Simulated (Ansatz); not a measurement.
Base system: Ge in the diamond structure (space group Fd-3m, No. 227; a = 5.6744 Å). Axes: x, y, z lie along the cube axes.

Calculations: plane-wave PAW DFT at the r2SCAN level (Ansatz, a program for electronic structure, 500 eV), spin-orbit coupling left out.

Strains are applied to the cell and any free atomic positions relax; under biaxial strain the out-of-plane vector relaxes too.

One change was made to it. Results:

```json
[
 {"quantity": "band gap", "base": "0.36 eV", "after": "zero"},
 {"quantity": "pressure (mean of the normal stresses, compression positive)", "base": "0.0 GPa", "after": "-2.2 GPa"},
 {"quantity": "energy relative to the base (free energy F)", "base": "0 meV/atom", "after": "+10 meV/atom"},
 {"quantity": "volume per atom", "base": "22.84 Å³", "after": "23.64 Å³"}
]
```

Problem. Name the change that was made.
(A) biaxial strain +1.67 %, plane normal [111], relaxed out of plane
(B) biaxial strain +0.83 %, plane normal [111], relaxed out of plane
(C) biaxial strain +1.25 %, plane normal [111], relaxed out of plane
(D) biaxial strain +2.50 %, plane normal [111], relaxed out of plane
(E) biaxial strain +2.08 %, plane normal [111], relaxed out of plane

Solution. E, biaxial strain +2.08 %, plane normal [111], relaxed out of plane. For comparison, the energy relative to the base in the other runs: biaxial strain +1.25 %, plane normal [111], relaxed out of plane gives +3.8 meV/atom; biaxial strain +0.83 %, plane normal [111], relaxed out of plane gives +1.7 meV/atom; biaxial strain +1.67 %, plane normal [111], relaxed out of plane gives +6.7 meV/atom; biaxial strain +2.50 %, plane normal [111], relaxed out of plane gives +14 meV/atom.

A case with no gap was solved on a k-mesh chosen for an insulator, which is coarse for it. No phonon test of stability was made. Gaps under 0.05 eV, about the width of the smearing, are given as zero. The zero or small gap of Ge under biaxial strain +2.08 %, plane normal [111], relaxed out of plane, Ge under biaxial strain +1.25 %, plane normal [111], relaxed out of plane, Ge under biaxial strain +0.83 %, plane normal [111], relaxed out of plane and Ge under biaxial strain +1.67 %, plane normal [111], relaxed out of plane can change with the level of theory.
